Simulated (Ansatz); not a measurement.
CsCl-type CuZn, treated with r²SCAN+rVV10 (PAW; Ansatz, a quantum-chemistry and plane-wave program).

Settings: plane-wave cutoff 600 eV, 16×16×16 k mesh, Fermi–Dirac smearing 0.1 eV, finite displacements, no spin polarisation, scalar-relativistic PAW data made under PBE.

Cell (relaxed at this level):

```
CuZn
1.0
    2.90647     0.00000     0.00000
    0.00000     2.90647     0.00000
    0.00000     0.00000     2.90647
Zn Cu
1 1
Cartesian
  1.45323   1.45323   1.45323
  0.00000   0.00000   0.00000
```

Predict the zone-centre TO phonon frequency.


- zone-centre TO phonon frequency: 214 cm⁻¹

The result took about 30 core-minutes (a rough figure).
